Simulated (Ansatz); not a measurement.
Candidates (primitive cells; geometry: cell and atoms relaxed with PBEsol):
A. Ir (Fm-3m), a = b = c = 2.707 Å, α = β = γ = 60.00°
B. Pt (Fm-3m), a = b = c = 2.771 Å, α = β = γ = 60.00°
C. W (Im-3m), a = b = c = 2.732 Å, α = β = γ = 109.47°
D. Au (Fm-3m), a = b = c = 2.8868 Å, α = β = γ = 60.00°
E. Rh (Fm-3m), a = 2.6725 Å, b = 2.6725 Å, c = 2.6725 Å, α = 60.00°, β = 60.00°, γ = 60.00°

**Question.** Put the candidates in order of density of states at the Fermi level per atom, lowest first, for PBEsol, rigid bands (Ansatz, an electronic-structure program).

**Answer.** D (0.28 states/eV), C (0.44 states/eV), A (0.88 states/eV), E (1.24 states/eV), B (2.0 states/eV)

Metals at this level; values at 300 K, both spins, means over directions. As a rough test of the mesh, the Fermi surface's area from every second k point differs by up to 6 %. Spin-orbit coupling is left out.

The missing spin-orbit coupling matters most for Au (Fm-3m), Ir (Fm-3m), Pt (Fm-3m), W (Im-3m).
